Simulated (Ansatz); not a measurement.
Pressure series in CoPtO2

The parent structure is CoPtO2 (space group R-3m, No. 166; non-magnetic).

```yaml
crystal:
  lattice:
    - [1.42684, 0.82379, 5.96805]
    - [-1.42684, 0.82379, 5.96805]
    - [0.00000, -1.64757, 5.96805]
  atoms:
    - { symbol: Pt, position: [0.00000, 0.00000, 0.00000] }
    - { symbol: Co, position: [0.50000, 0.50000, 0.50000] }
    - { symbol: O, position: [0.11235, 0.11235, 0.11235] }
    - { symbol: O, position: [0.88765, 0.88765, 0.88765] }
```

Cell and atoms are relaxed at each pressure.

Calculations: PBE in Ansatz (plane waves to 420 eV, PAW, no SOC).

Notes on the quantities. enthalpy: H = E + PV relative to the base's energy.

```json
[
 {"change": "base", "density": "11.28 g/cm³", "enthalpy": "–", "c/a ratio": "6.274"},
 {"change": "pressure −2 GPa", "density": "11.18 g/cm³", "enthalpy": "-0.13 eV/atom", "c/a ratio": "6.260"},
 {"change": "pressure −1 GPa", "density": "…", "enthalpy": "-0.07 eV/atom", "c/a ratio": "…"},
 {"change": "pressure 0.3 GPa", "density": "11.30 g/cm³", "enthalpy": "+0.02 eV/atom", "c/a ratio": "6.276"},
 {"change": "pressure 0.7 GPa", "density": "11.32 g/cm³", "enthalpy": "+0.05 eV/atom", "c/a ratio": "6.279"},
 {"change": "pressure 1.5 GPa", "density": "11.36 g/cm³", "enthalpy": "+0.10 eV/atom", "c/a ratio": "6.284"},
 {"change": "pressure 3 GPa", "density": "11.43 g/cm³", "enthalpy": "+0.20 eV/atom", "c/a ratio": "6.293"},
 {"change": "pressure 5 GPa", "density": "11.52 g/cm³", "enthalpy": "+0.32 eV/atom", "c/a ratio": "6.305"},
 {"change": "pressure 7.5 GPa", "density": "11.64 g/cm³", "enthalpy": "+0.48 eV/atom", "c/a ratio": "6.320"},
 {"change": "pressure 10 GPa", "density": "11.75 g/cm³", "enthalpy": "+0.64 eV/atom", "c/a ratio": "6.334"}
]
```

Q: Fill in the withheld entries from the trend.

A: 
- pressure −1 GPa, density: 11.23 g/cm³
- pressure −1 GPa, c/a ratio: 6.267

Load acts through the strain it causes; cell and atoms are relaxed under it. Whether these cells are dynamically stable was not tested. No other phases were tried under pressure. Seeded moments were not kept for the base. No Hubbard U is applied and the magnetic state is the run's own (CoPtO2 not spin-polarised; CoPtO2 non-magnetic); other magnetic orders, which need larger cells, were not tried and can change the gap. All final runs are without spin polarisation. An odd electron count without spin: CoPtO2.

Ansatz is a first-principles code.
